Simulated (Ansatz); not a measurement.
A computed series for MgO: pressure series

The reference is MgO in the rock salt structure (space group Fm-3m, No. 225).

```yaml
crystal:
  lattice:
    - [0.00000, 2.10706, 2.10706]
    - [2.10706, 0.00000, 2.10706]
    - [2.10706, 2.10706, 0.00000]
  atoms:
    - { symbol: Mg, position: [0.00000, 0.00000, 0.00000] }
    - { symbol: O, position: [0.50000, 0.50000, 0.50000] }
```

Cell and atoms are relaxed at each pressure.

Computed with Kohn–Sham DFT with the PBEsol functional, run in Ansatz (a first-principles code) with PAW and 420 eV plane waves, spin-orbit coupling left out.

Notes on the quantities. enthalpy: H = E + PV relative to the base's energy.

| variant | width of the top valence band | enthalpy | lattice parameter a |
|---|---|---|---|
| base | 1.79 eV | – | 421.4 pm |
| pressure −2 GPa | 1.76 eV | -0.12 eV/atom | 423.2 pm |
| pressure −1 GPa | 1.78 eV | -0.06 eV/atom | 422.3 pm |
| pressure 0.3 GPa | 1.79 eV | +0.02 eV/atom | 421.2 pm |
| pressure 0.7 GPa | 1.80 eV | +0.04 eV/atom | 420.8 pm |
| pressure 1.5 GPa | 1.80 eV | +0.09 eV/atom | ? |
| pressure 3 GPa | 1.82 eV | +0.17 eV/atom | 418.8 pm |
| pressure 5 GPa | ? | +0.29 eV/atom | ? |
| pressure 7.5 GPa | 1.87 eV | +0.43 eV/atom | 415.3 pm |
| pressure 10 GPa | 1.89 eV | +0.57 eV/atom | 413.6 pm |

Complete the table.


- pressure 1.5 GPa, lattice parameter a: 420.1 pm
- pressure 5 GPa, width of the top valence band: 1.84 eV
- pressure 5 GPa, lattice parameter a: 417.2 pm

The levels and masses belong to the bands next to the band gap. Load acts through the strain it causes; cell and atoms are relaxed under it. Stability against distortions was not tested. No other phases were tried under pressure. The base started in P3_121 and relaxed to Fm-3m at this level.
